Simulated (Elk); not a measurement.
# Worked example: self-consistent single point of Fe (Im-3m, 1 atom in the cell) in Elk

Method: PBEsol, all-electron FP-LAPW, Elk's shipped species files, APW+lo basis with extra local orbitals in Elk.

Input as run:

```
tasks
  0

xctype
  22

spinpol
  .true.

reducebf
  0.8

rgkmax
  8.0

gmaxvr
  16.0

nxlo
  2

lorbcnd
  .true.

rmtscf
  0.93

lmaxi
  3

stype
  0

swidth
  0.00367493

maxscl
  100

avec
   -2.7525221608    2.7525221608    2.7525221608
    2.7525221608   -2.7525221608    2.7525221608
    2.7525221608    2.7525221608   -2.7525221608

atoms
  1
  'Fe.in'
  1
  0.0000000000  0.0000000000  0.0000000000    0.0 0.0 -4.0

ngridk
  11 11 11

vkloff
  0.5 0.5 0.5
```

Output, abridged:

```
│ Elk code version 10.2.4 │

All units are atomic (Hartree, Bohr, etc.)

│ Ground-state run starting from atomic densities │

Lattice vectors :
  -2.752522161       2.752522161       2.752522161
   2.752522161      -2.752522161       2.752522161
   2.752522161       2.752522161      -2.752522161

Unit cell volume      :    83.41659608
Brillouin zone volume :    2.973631449

Muffin-tin inner radius fraction :   0.1000000000E-01

Nuclei treated as point charges

Species :    1 (Fe)
 parameters loaded from : Fe.in
 name : iron
 nuclear charge    :   -26.00000000
 electronic charge :    26.00000000
 atomic mass :    101799.2074
 muffin-tin radius :    2.232000000
 number of radial points in muffin-tin :    497
 atomic positions (lattice), magnetic fields (Cartesian) :
   1 :   0.00000000  0.00000000  0.00000000    0.00000000  0.00000000 -4.00000000

Total number of atoms per unit cell :    1

Spin treatment :
 spin-polarised
 global magnetic field (Cartesian) :    0.000000000       0.000000000       0.000000000
 collinear magnetisation in z-direction

Number of Bravais lattice symmetries :   48
Number of crystal symmetries         :   48
Crystal has inversion symmetry
Real symmetric eigensolver will be used

k-point grid :     11    11    11
k-point offset :   0.5000000000      0.5000000000      0.5000000000
k-point set is reduced with full crystal symmetry group
Total number of k-points :       56

Muffin-tin radius times maximum |G+k| :    8.000000000
 using average radius
Maximum |G+k| for APW functions       :    3.584229391
Maximum (1/2)|G+k|²                   :    6.423350163
Maximum |G| for potential and density :    16.00000000
 potential will be trimmed for |G| > 2 gkmax
Constant for pseudocharge density :    9
Radial integration step length :    4

G-vector grid sizes :     25    25    25
Number of G-vectors :     5775

Maximum angular momentum used for
 APW functions                      :    8
 outer part of muffin-tin           :    6
 inner part of muffin-tin           :    3

Total nuclear charge    :   -26.00000000
Total core charge       :    10.00000000
Total valence charge    :    16.00000000
Total excess charge     :    0.000000000
Total electronic charge :    26.00000000

Effective Wigner radius, rₛ :   0.9149488920

Number of empty states         :    4
Total number of valence states :   24
Total number of core states    :   10

Conduction state local-orbitals added automatically
Total number of local-orbitals :   83

Exchange-correlation functional :     22     0     0
 PBEsol, Phys. Rev. Lett. 100, 136406 (2008)
 gradient requirement :    1
 generalised gradient approximation (GGA)

Smearing type :    0
 Gaussian
Smearing width :   0.3674930000E-02
Effective electronic temperature (K) :    1160.451112

Mixing type :    3
 Broyden mixing, J. Phys. A: Math. Gen. 17, L317 (1984)

Kohn-Sham potential initialised from atomic data
│ Self-consistent loop started │
│ Loop number : 1 │
 total energy                :     -1271.29820484
 total moment                :    2.756209660
│ Loop number : 2 │
 total energy                :     -1271.54076809
 total moment                :    2.756160835
RMS change in Kohn-Sham potential (target) :    4.075639220     (  0.1000000000E-05)
Absolute change in total energy (target)   :   0.2425632516     (  0.1000000000E-03)
│ Loop number : 3 │
 total energy                :     -1267.26789028
 total moment                :    1.015021609
RMS change in Kohn-Sham potential (target) :    2.390034343     (  0.1000000000E-05)
Absolute change in total energy (target)   :    4.212236998     (  0.1000000000E-03)
│ Loop number : 4 │
 total energy                :     -1274.55552707
 total moment                :   -2.136199467
RMS change in Kohn-Sham potential (target) :   0.7946389823     (  0.1000000000E-05)
Absolute change in total energy (target)   :    6.234577543     (  0.1000000000E-03)
│ Loop number : 5 │
 total energy                :     -1271.29848245
   [... lines left out ...]
 total moment                :   -2.335737988
RMS change in Kohn-Sham potential (target) :   0.4403955578E-05 (  0.1000000000E-05)
Absolute change in total energy (target)   :   0.1642808206E-04 (  0.1000000000E-03)
│ Loop number : 38 │
 total energy                :     -1271.66782978
 total moment                :   -2.335935831
RMS change in Kohn-Sham potential (target) :   0.3665828135E-05 (  0.1000000000E-05)
Absolute change in total energy (target)   :   0.5855991958E-05 (  0.1000000000E-03)
│ Loop number : 39 │
 total energy                :     -1271.66781255
 total moment                :   -2.336185562
RMS change in Kohn-Sham potential (target) :   0.2644600821E-05 (  0.1000000000E-05)
Absolute change in total energy (target)   :   0.1869708285E-04 (  0.1000000000E-03)
│ Loop number : 40 │
 total energy                :     -1271.66783815
 total moment                :   -2.336657339
RMS change in Kohn-Sham potential (target) :   0.4646574010E-06 (  0.1000000000E-05)
Absolute change in total energy (target)   :   0.2093015473E-04 (  0.1000000000E-03)
Convergence targets achieved

│ Loop number : 41 │

Energies :
 Fermi                       :     0.304924574390
 sum of eigenvalues          :     -735.800551843
 electron kinetic            :      1288.45995492
 core electron kinetic       :      1148.28830138
 Coulomb                     :     -2505.37714332
 Coulomb potential           :     -1952.58528093
 nuclear-nuclear             :     -177.541017271
 electron-nuclear            :     -2703.08697116
 Hartree                     :      375.250845118
 Madelung                    :     -1529.08450285
 xc potential                :     -71.5645915146
 xc effective B-field        :    -0.110631957907
 external B-field            :      0.00000000000
 exchange                    :     -53.3934440130
 correlation                 :     -1.35719891662
 total energy                :     -1271.66783133
 (external B-field energy excluded from total)

Density of states at Fermi energy :    33.54056776
 (states/Hartree/unit cell)

Estimated indirect band gap :   0.1164066892E-02
 from k-point     45 to k-point     56
Estimated direct band gap   :   0.3209755288E-02
 at k-point     19

Charges :
 core                        :    10.00000000
 valence                     :    16.00000000
 interstitial                :    1.366226781
 muffin-tins (core leakage)
  species :    1 (Fe)
   atom    1                 :    24.63377322     (  0.1377920000E-10)
 total in muffin-tins        :    24.63377322
 total calculated charge     :    25.99995042
 total charge                :    26.00000000
 error                       :   0.4957542982E-04

Moments :
 interstitial                :   0.1322183542E-02
 muffin-tins
  species :    1 (Fe)
   atom    1                 :   -2.338059087
 total in muffin-tins        :   -2.338059087
 total moment                :   -2.336736903

│ Self-consistent loop stopped │
```

The run converged in 41 iterations. The count includes the last loop, which Elk runs after its targets are met.

The starting cell comes from a database of computed structures (which also holds hypothetical and non-ambient phases and stackings), without a prior relaxation at this level. Its lattice was rescaled by a random factor within 2.5 % of one. With one magnetic atom in the cell only a parallel order is possible. Values depend on the basis (sphere radii, cutoffs, local orbitals), which need not be converged. The log's line on a gap gives a spacing of levels on this mesh, which the program prints for metals too.
